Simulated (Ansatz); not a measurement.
Electronic density of states of amorphous gallium oxide (Ga24O35), density 4.62 g/cm³, on a 2×2×2 Γ-centred mesh with a Gaussian width of 0.1 eV; energies count from the Fermi level. Cell and mesh are small, so fine structure isn't converged. Level of theory: PBE, scalar-relativistic without spin-orbit coupling (plane waves to 420 eV, PAW; Ansatz, an electronic-structure program). Sampling: a 2×2×2 Γ-centred mesh; Fermi-Dirac width 0.02 eV; no spin polarisation. The usual formal charges leave 2 electrons over, so the level spacing at the Fermi energy parts defect or band states and needn't be the band gap. The spare electrons fill defect levels or the bottom of the conduction band, and the levels at the Fermi energy are partly filled.

A CHGNet melt-quench gave the starting glass, which DFT then relaxed. O atoms were pushed apart under 1.9 Å during the dynamics, to hinder bonds among them. The hot cell started wider than the set density and was brought back towards it in steps. It is the lowest in DFT energy of 2 quenches. It is a model cell: composition and starting density were chosen by hand, and all elements were melted together. No dispersion term was used. Its density started from a set value of 4.62 and ended at 4.62 g/cm³. Cooling (nominally 350 K/ps over its main leg) ran many orders faster than in experiment, which tends to leave more defects and strain. Values belong to this one cell and scatter from quench to quench. The volume was held where the preparation left it and the shape relaxed, at a PBE pressure of -1.6 GPa (tension). Stress components on the final sampling reach 1.9 GPa. On a 2×2×2 Γ-centred mesh force components of up to 0.34 eV/Å stay, since the relaxation ran on the zone centre alone.

| E - EF (eV) | states/(eV atom) |
|---|---|
| -12.00 | 0.00 |
| -11.90 | 0.00 |
| -11.80 | 0.00 |
| -11.70 | 0.00 |
| -11.60 | 0.00 |
| -11.50 | 0.00 |
| -11.40 | 0.00 |
| -11.30 | 0.00 |
| -11.20 | 0.00 |
| -11.10 | 0.00 |
| -11.00 | 0.00 |
| -10.90 | 0.00 |
| -10.80 | 0.00 |
| -10.70 | 0.00 |
| -10.60 | 0.00 |
| -10.50 | 0.00 |
| -10.40 | 0.00 |
| -10.30 | 0.00 |
| -10.20 | 0.00 |
| -10.10 | 0.00 |
| -10.00 | 0.00 |
| -9.90 | 0.00 |
| -9.80 | 0.00 |
| -9.70 | 0.01 |
| -9.60 | 0.04 |
| -9.50 | 0.12 |
| -9.40 | 0.20 |
| -9.30 | 0.26 |
| -9.20 | 0.33 |
| -9.10 | 0.35 |
| -9.00 | 0.36 |
| -8.90 | 0.37 |
| -8.80 | 0.35 |
| -8.70 | 0.40 |
| -8.60 | 0.41 |
| -8.50 | 0.41 |
| -8.40 | 0.37 |
| -8.30 | 0.32 |
| -8.20 | 0.35 |
| -8.10 | 0.36 |
| -8.00 | 0.29 |
| -7.90 | 0.22 |
| -7.80 | 0.24 |
| -7.70 | 0.30 |
| -7.60 | 0.32 |
| -7.50 | 0.27 |
| -7.40 | 0.22 |
| -7.30 | 0.18 |
| -7.20 | 0.19 |
| -7.10 | 0.32 |
| -7.00 | 0.44 |
| -6.90 | 0.48 |
| -6.80 | 0.48 |
| -6.70 | 0.45 |
| -6.60 | 0.49 |
| -6.50 | 0.51 |
| -6.40 | 0.54 |
| -6.30 | 0.54 |
| -6.20 | 0.56 |
| -6.10 | 0.55 |
| -6.00 | 0.56 |
| -5.90 | 0.59 |
| -5.80 | 0.62 |
| -5.70 | 0.64 |
| -5.60 | 0.64 |
| -5.50 | 0.64 |
| -5.40 | 0.69 |
| -5.30 | 0.69 |
| -5.20 | 0.72 |
| -5.10 | 0.69 |
| -5.00 | 0.70 |
| -4.90 | 0.67 |
| -4.80 | 0.64 |
| -4.70 | 0.67 |
| -4.60 | 0.65 |
| -4.50 | 0.65 |
| -4.40 | 0.68 |
| -4.30 | 0.69 |
| -4.20 | 0.77 |
| -4.10 | 0.80 |
| -4.00 | 0.89 |
| -3.90 | 0.90 |
| -3.80 | 0.89 |
| -3.70 | 0.94 |
| -3.60 | 0.85 |
| -3.50 | 0.77 |
| -3.40 | 0.81 |
| -3.30 | 0.80 |
| -3.20 | 0.64 |
| -3.10 | 0.50 |
| -3.00 | 0.52 |
| -2.90 | 0.57 |
| -2.80 | 0.44 |
| -2.70 | 0.13 |
| -2.60 | 0.01 |
| -2.50 | 0.00 |
| -2.40 | 0.00 |
| -2.30 | 0.00 |
| -2.20 | 0.00 |
| -2.10 | 0.00 |
| -2.00 | 0.00 |
| -1.90 | 0.00 |
| -1.80 | 0.00 |
| -1.70 | 0.00 |
| -1.60 | 0.01 |
| -1.50 | 0.02 |
| -1.40 | 0.01 |
| -1.30 | 0.00 |
| -1.20 | 0.00 |
| -1.10 | 0.00 |
| -1.00 | 0.00 |
| -0.90 | 0.00 |
| -0.80 | 0.00 |
| -0.70 | 0.02 |
| -0.60 | 0.04 |
| -0.50 | 0.03 |
| -0.40 | 0.05 |
| -0.30 | 0.07 |
| -0.20 | 0.03 |
| -0.10 | 0.03 |
| 0.00 | 0.10 |
| 0.10 | 0.11 |
| 0.20 | 0.05 |
| 0.30 | 0.03 |
| 0.40 | 0.06 |
| 0.50 | 0.09 |
| 0.60 | 0.07 |
| 0.70 | 0.05 |
| 0.80 | 0.05 |
| 0.90 | 0.08 |
| 1.00 | 0.08 |
| 1.10 | 0.08 |
| 1.20 | 0.09 |
| 1.30 | 0.13 |
| 1.40 | 0.19 |
| 1.50 | 0.14 |
| 1.60 | 0.10 |
| 1.70 | 0.14 |
| 1.80 | 0.17 |
| 1.90 | 0.18 |
| 2.00 | 0.18 |
| 2.10 | 0.21 |
| 2.20 | 0.16 |
| 2.30 | 0.14 |
| 2.40 | 0.18 |
| 2.50 | 0.20 |
| 2.60 | 0.27 |
| 2.70 | 0.27 |
| 2.80 | 0.26 |
| 2.90 | 0.28 |
| 3.00 | 0.24 |
| 3.10 | 0.22 |
| 3.20 | 0.29 |
| 3.30 | 0.28 |
| 3.40 | 0.25 |
| 3.50 | 0.28 |
| 3.60 | 0.33 |
| 3.70 | 0.33 |
| 3.80 | 0.39 |
| 3.90 | 0.35 |
| 4.00 | 0.35 |
| 4.10 | 0.37 |
| 4.20 | 0.37 |
| 4.30 | 0.41 |
| 4.40 | 0.43 |
| 4.50 | 0.40 |
| 4.60 | 0.36 |
| 4.70 | 0.35 |
| 4.80 | 0.40 |
| 4.90 | 0.44 |
| 5.00 | 0.37 |
| 5.10 | 0.30 |
| 5.20 | 0.32 |
| 5.30 | 0.34 |
| 5.40 | 0.36 |
| 5.50 | 0.37 |
| 5.60 | 0.38 |
